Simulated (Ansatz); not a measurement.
The reference is CdSe in the zinc blende structure (space group F-43m, No. 216).

```yaml
crystal:
  lattice:
    - [0.00000, 3.04084, 3.04084]
    - [3.04084, 0.00000, 3.04084]
    - [3.04084, 3.04084, 0.00000]
  atoms:
    - { symbol: Se, position: [0.25000, 0.25000, 0.25000] }
    - { symbol: Cd, position: [0.00000, 0.00000, 0.00000] }
```

Calculations: DFT with PBEsol, PAW potentials and a 420 eV plane-wave cutoff in Ansatz (an electronic-structure program), spin-orbit coupling left out.

Base values:

The volume per atom comes out as 28.12 Å³.

Modification: As takes the place of Se on all its sites, then cell and atoms are relaxed.

Tabulated Pauling electronegativity and covalent radius: Se 2.55, 1.20 Å; As 2.18, 1.19 Å.

What does the calculation give for the volume per atom after the change?

The volume per atom decreases by 0.954 Å³ (28.12 Å³ → 27.16 Å³).

Whether these cells are dynamically stable was not tested. As relaxed here, CdAs is a hypothetical phase, not in the database extracts checked. All final runs are without spin polarisation. An odd electron count without spin: CdAs.
